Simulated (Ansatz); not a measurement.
The starting structures come from a database of crystals and need not be the phases stable at ambient conditions.

Tunnelling through a barrier is set by its complex band structure: the current falls as exp(−2κd) with the smallest κ.

Data:

```
K3VO3S
1.0
    6.70664     0.00000     0.00000
    1.93941     8.64904     0.00000
    0.00000     0.00000     5.99378
K V S O
6 2 2 6
Cartesian
  3.12943   4.60111   4.49533
  5.51662   4.04792   1.49845
  6.98524   8.62162   1.49845
  1.66081   0.02742   4.49533
  2.00903   2.40703   1.49845
  6.63702   6.24201   4.49533
  5.07340   1.80843   4.49533
  3.57265   6.84061   1.49845
  6.99174   3.00675   4.49533
  1.65431   5.64229   1.49845
  3.20333   8.52397   1.49845
  5.44272   0.12507   4.49533
  4.16107   2.22886   5.89728
  4.48497   6.42018   0.09650
  4.48497   6.42018   2.90039
  4.16107   2.22886   3.09339
```

Space group of this cell: P2_1/m. The cell is taken as given; by r2SCAN its mean pressure is -3.3 GPa.

Transport runs along the normal of the first two printed cell vectors.

The gap is the functional's own. No spin-orbit coupling. Mid-gap values are interpolated on the energy grid.

**Question.** Estimate the band gap and the smallest decay constant κ at mid-gap that r2SCAN (Ansatz, a first-principles code) returns for this system.

**Answer.** Gap 3.22 eV on a 6×4×6 mesh; κ = 0.466 1/Å, at the zone centre.
